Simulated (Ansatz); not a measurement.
Start from HfO₂ (space group Pca2_1, No. 29; a = 5.2472 Å, b = 5.0306 Å, c = 5.0598 Å). Axes: x, y, z lie along a, b, c of the conventional cell.

Level of theory: Ansatz (an electronic-structure program), r2SCAN, PAW, cutoff 500 eV, without spin-orbit coupling, earlier PAW set.

Strains are applied to the cell and any free atomic positions relax; under biaxial strain the out-of-plane vector relaxes too; under stress the whole cell relaxes.

One change was made to it. Results:

The smallest direct gap rises by 0.10 eV to 5.27 eV; the band gap rises by 0.28 eV, from 4.97 eV to 5.25 eV; the gap character changes from indirect, Γ → k = (0.200, 0.400, 0.400) in the run's primitive reciprocal basis to indirect, Γ → Y; the energy goes up by 84 meV/atom.

Problem. Name the change that was made.
(A) biaxial strain −2.03 %, plane normal [001], relaxed out of plane
(B) uniaxial strain ε_zz = +4.83 %
(C) biaxial strain +2.05 %, plane normal [001], relaxed out of plane
(D) uniaxial stress, 8 GPa tension along z
(E) isotropic strain −3.29 %

Solution. E, isotropic strain −3.29 %. For comparison, the band gap in the other runs: biaxial strain −2.03 %, plane normal [001], relaxed out of plane gives 4.99 eV; biaxial strain +2.05 %, plane normal [001], relaxed out of plane gives 4.97 eV; uniaxial strain ε_zz = +4.83 % gives 4.80 eV; uniaxial stress, 8 GPa tension along z gives 4.90 eV.

With Hf present, leaving out spin-orbit coupling can change the band edges. Stability under load was not tested beyond the relaxation. This is not the structure that HfO2 has at room temperature and ambient pressure.
